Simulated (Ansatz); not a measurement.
Consider Ag in the fcc (Cu type) structure (space group Fm-3m, No. 225; relaxed with 0.1 eV smearing).

```
Ag
1.0
    0.00000     2.02691     2.02691
    2.02691     0.00000     2.02691
    2.02691     2.02691     0.00000
Ag
1
Direct
  0.00000   0.00000   0.00000
```

Cartesian axes are those of the cell as printed.

Calculations: PBEsol, PAW, 420 eV (Ansatz, an electronic-structure program; no spin-orbit coupling).

Modification: uniaxial strain ε_zz = −1.50 %, all other strain components held at zero; the atoms relax in the strained cell.

Q: How does this affect the energy relative to the base?

A: The energy increases by 1.8 meV/atom.

Q: How does this affect the stress?

A: The stress (xx, yy, zz, yz, xz, xy; compression positive) amounts to (1.7, 1.7, 2.3, 0.0, 0.0, 0.0) GPa.

Stability against distortions was not tested.
